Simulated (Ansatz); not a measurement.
## FeS2 (Pnnm): band-edge transport data

Input:

```
CELL_PARAMETERS angstrom
      4.36742     0.00000     0.00000
      0.00000     5.33319     0.00000
      0.00000     0.00000     3.34441
ATOMIC_POSITIONS crystal
  Fe 0.50000 0.50000 0.50000
  Fe 0.00000 0.00000 0.00000
  S  0.29286 0.87442 0.50000
  S  0.70714 0.12558 0.50000
  S  0.79286 0.62558 0.00000
  S  0.20714 0.37442 0.00000
```

Computed with PBEsol, rigid bands (plane waves, PAW, scalar-relativistic; Ansatz, a first-principles code). Geometry: cell and atoms relaxed with PBEsol.

| Quantity | Result |
|---|---|
| band gap | 0.90 eV |
| electron conductivity mass (300 K, dilute) | 1.59 (x), 1.11 (y), 2.5 (z) mₑ |
| hole conductivity mass (300 K, dilute) | 1.06 (x), 2.3 (y), 1.48 (z) mₑ |
| effective density of states N_c (300 K) | 1.8e20 cm⁻³ |
| effective density of states N_v (300 K) | 2.2e20 cm⁻³ |
| density-of-states mass, electrons | 3.7 mₑ |
| density-of-states mass, holes | 4.3 mₑ |
| Seebeck coefficient, n-type 1e19 cm⁻³, 300 K | -480 μV/K |
| Seebeck coefficient, p-type 1e19 cm⁻³, 300 K | 544 μV/K |

Rigid bands; masses and Seebeck coefficients take one relaxation time τ for all states and one kind of carrier; polarons and phonon drag are left out. Spin-orbit coupling is left out; where it splits the top of the valence band, N_v and the p-type Seebeck coefficient come out somewhat high without it.

Formula and space group known from diffraction (Crystallography Open Database), not checked to be the room-temperature form: FeS2 (Pnnm). Treated as nonmagnetic, magnetic states not searched for: FeS2 (Pnnm).
